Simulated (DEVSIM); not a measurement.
Device: Co/SiO2/p-Si capacitor, at 300 K.

Layer 1 from the left is SiO2, thickness (nm) 1.00. Layer 2 from the left is Si, thickness (nm) 420, Na (cm⁻³) 1.9e18.

Metal gate on the left, work function 5 eV. Fixed charge at the semiconductor interface 0 cm⁻² (in units of +e); no interface traps.

The device is made up for the run: typed textbook-type constants, with dimensions and the other settings drawn at random. Values at 300 K.

SiO2: gap (eV) 9, affinity (eV) 0.9, permittivity 3.9. Si: gap (eV) 1.124, affinity (eV) 4.05, permittivity 11.7, Nc (cm⁻³) 2.86e19, Nv (cm⁻³) 3.1e19.

Problem. Estimate by hand the flat-band voltage, the threshold voltage, and compare with a numerical solution.

Solution. 
- Flat-band voltage: C = 3.45 μF/cm², work-function difference -0.102 V; VFB = φms − qNf/C = -0.10 V; numerical -0.10 V.
- Threshold voltage: φF = 0.491 V, depletion charge √(4εqNφF) = 7.87e-7 C/cm²; VT = VFB + 2φF + Qd/C = 1.11 V; numerical 1.11 V.

Simulated with DEVSIM: 1D Poisson equation in equilibrium, Boltzmann statistics, complete ionisation; no quantum confinement or tunnelling. Metal contacts follow the ideal Schottky-Mott rule: no Fermi-level pinning, no interface dipoles.
